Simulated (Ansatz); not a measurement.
## A series of runs on LaGe (Cmcm, 8 atoms in the cell)

```cif
data_Ge8La8
_chemical_formula_sum 'La8 Ge8'
_space_group_name_H-M_alt 'Cmcm'
_space_group_IT_number 63
_space_group_name_Hall '-C 2c 2'
_cell_length_a 4.59201
_cell_length_b 13.84965
_cell_length_c 6.76916
_cell_angle_alpha 90.000
_cell_angle_beta 90.000
_cell_angle_gamma 90.000
loop_
_atom_site_label
_atom_site_type_symbol
_atom_site_symmetry_multiplicity
_atom_site_Wyckoff_symbol
_atom_site_fract_x
_atom_site_fract_y
_atom_site_fract_z
_atom_site_occupancy
La1 La 4 c 0.00000 0.04743 0.25000 1
La2 La 4 c 0.00000 0.22535 0.75000 1
Ge1 Ge 8 f 0.00000 0.40096 0.05604 1
```
(The calculation used a cell of 8 atoms; values per cell refer to that cell.)

Base run A: PBEsol, default PAW files made with PBE in Ansatz (a program for electronic structure), self-consistent single point.

Its settings: basis.ecutwfc = 30.9 Ry; kpoints.mp_grid.grid = 5 5 4; kpoints.mp_grid.shift = 0.5 0.5 0.5; hamiltonian.xc = pbesol; hamiltonian.pseudopotentials = {kind: paw} (the program's default PAW files); scf.occupations.method = cold; scf.occupations.width = 0.0147 Ry.

The starting cell comes from a database of computed structures (which also holds hypothetical and non-ambient phases and stackings), without a prior relaxation at this level. Ansatz's pressure includes its estimate of the finite-basis (Pulay) stress.

A dash stands where there is no value to compare (another energy zero or no entropy term, no result, no spin, no clean gap, or a mesh too coarse for one). 

```csv
run,change,pressure (GPa),largest force (eV/Å),dispersion energy (eV/atom)
A,base,-2.66,0.085,–
B,hamiltonian.dispersion: default → d3bj [PBEsol-D3BJ],-5.32,0.085,-0.433
C,hamiltonian.dispersion: default → d3bjatm [PBEsol-D3BJ-ATM],-5.05,0.085,-0.410
D,basis.ecutwfc: 30.9 Ry → 36.7 Ry; hamiltonian.xc: pbesol → r2scan; hamiltonian.dispersion: default → d3bjatm [r2SCAN-D3BJ-ATM],-0.85,0.040,-0.164
E,hamiltonian.dispersion: default → d4 [PBEsol-D4],-3.81,0.084,-0.196
```

Run E against A: The pressure goes from -2.66 to -3.81 GPa and the largest force moves little (0.085 to 0.084 eV/Å).

Run C against A: The pressure goes from -2.66 to -5.05 GPa and the largest force stays at 0.085 eV/Å.

Run D against A: The pressure goes from -2.66 to -0.85 GPa and the largest force goes from 0.085 to 0.040 eV/Å.

Keys are those of Ansatz 0.2.
